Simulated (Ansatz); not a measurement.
CdSe: band gap against strain

CdSe (zinc blende, F-43m, 28.116 Å³/atom at rest) under an equal strain ε in the (001) plane with the normal axis free, as in a coherent film. PBEsol in Ansatz, a plane-wave DFT program (PAW, default set), 420 eV, 9×9×9 Γ-centred mesh, Fermi-Dirac smearing 0.05 eV; ions are relaxed within the symmetry of each cell. Gaps are the smallest over the k-mesh and a band path, without spin-orbit coupling; in all rows the valence edge lies at Γ and the conduction edge at Γ.

Here s stands for strain and Eg for gap.

```
strain (%)  gap (eV)
----------  --------
-3.00              ?
-1.50          0.455
-1.00          0.464
-0.50          0.473
0.00           0.481
```

Fit Eg against s with a straight line, and predict the withheld value at s = -3.00.

Means: s -0.75000, Eg 0.4682. About the means, the sum of products is 0.021750 and the sum of squares of s is 1.2500; the slope is their ratio. Least squares gives Eg = 0.4813 + 0.01740·s. Residuals (row less fit): -0.0002, 0.0001, 0.0004, -0.0003; standard error 0.0004 (degrees of freedom: 2). Over these rows the gap moves by 1.7 ± 0.03 eV per unit strain. At the withheld row, Eg = 0.4813 + 0.01740 × (-3.0) = 0.4291 eV. The calculation gives 0.420 eV, 0.0091 eV below the prediction (14.9 % of the range of Eg in the table). The row lies outside the fitted rows, so this is an extrapolation. The fitted rows scatter only by rounding.

One order more, fitted to all 7 runs of the series, follows each within 0.001, so the miss is the next term of a smooth law. CdSe stands in this structure, whereas wurtzite is the usual form. Spin-orbit coupling is left out, which can shift this property for CdSe. Rows are the converged runs of the series near zero and its far end; series whose fitted rows scatter by over a few per cent of the range, as at a crossing or softening among them, aren't shown in this form. Most that stay on the fit to the last digits aren't either.
